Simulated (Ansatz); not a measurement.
Base system: CdTe in the zinc blende structure (space group F-43m, No. 216; a = 6.409 Å). Axes: x, y, z lie along the cube axes.

All numbers come from Kohn–Sham DFT with the LDA functional, run in Ansatz (a quantum-chemistry and plane-wave program) with PAW and 420 eV plane waves, spin-orbit coupling left out.

Before the change:

| Property | Result |
|---|---|
| Valence-band top at Γ | 0.00, 0.00, 0.00 eV |
| Electron mass | 0.050 mₑ (at Γ) |
| Band gap | 0.61 eV |

The change: uniaxial strain ε_zz = −2.00 %, all other strain components held at zero; the atoms relax in the strained cell.

Task: Estimate the effect on the valence-band top at Γ, electron mass, energy relative to the base and band gap.

Result: The valence-band top at Γ (three highest levels, from the VBM) becomes 0.00, -0.07, -0.07 eV (base: 0.00, 0.00, 0.00 eV); the electron mass becomes 0.052 mₑ along z, 0.055 mₑ across (at Γ) (base: 0.050 mₑ (at Γ)); the energy goes up by 2.4 meV/atom; the band gap goes up by 0.02 eV, from 0.61 eV to 0.63 eV.

With Te present, leaving out spin-orbit coupling can change the band edges. Effective masses come from finite differences of ±0.01 Å⁻¹. Stability against distortions was not tested.
